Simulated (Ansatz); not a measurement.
The parent structure is B (space group I4_132, No. 214; a = 4.6330 Å; a hypothetical phase, not in the database extracts checked). Axes: x, y, z lie along the cube axes.

Modification: biaxial strain +1.56 %, plane normal [110], relaxed out of plane (Cartesian); in-plane vectors clamped, the third vector and the atoms free.

Levels (all Ansatz, a quantum-chemistry and plane-wave program, PAW): PBEsol (420 eV, scalar-relativistic without spin-orbit coupling); r2SCAN (500 eV, no SOC); HSE06 (420 eV, no spin-orbit coupling).

One geometry, relaxed with PBEsol, under each level:

| level | band gap | lowest conduction level above the VBM at special points | pressure |
|---|---|---|---|
| PBEsol | 1.31 eV | Γ 1.31 eV; L 2.68 eV; Z 2.70 eV; Y 2.90 eV | -1.13 GPa |
| r2SCAN | (withheld) | (withheld) | (withheld) |
| HSE06 | 2.33 eV | Γ 2.33 eV; L 3.62 eV; Z 3.64 eV | – |

Give the withheld r2SCAN results.


- r2SCAN, band gap: 1.67 eV
- r2SCAN, lowest conduction level above the VBM at special points: Γ 1.67 eV; L 3.02 eV; Z 3.04 eV; Y 3.24 eV
- r2SCAN, pressure: -0.70 GPa

Single points use the geometry relaxed with PBEsol. Their cutoffs differ, which shifts pressures a little. The hybrid gap comes from the SCF mesh plus the semilocal run's edge points and a few special points and is an upper bound. Stability against distortions was not tested. k-point labels follow each cell's own Brillouin zone.
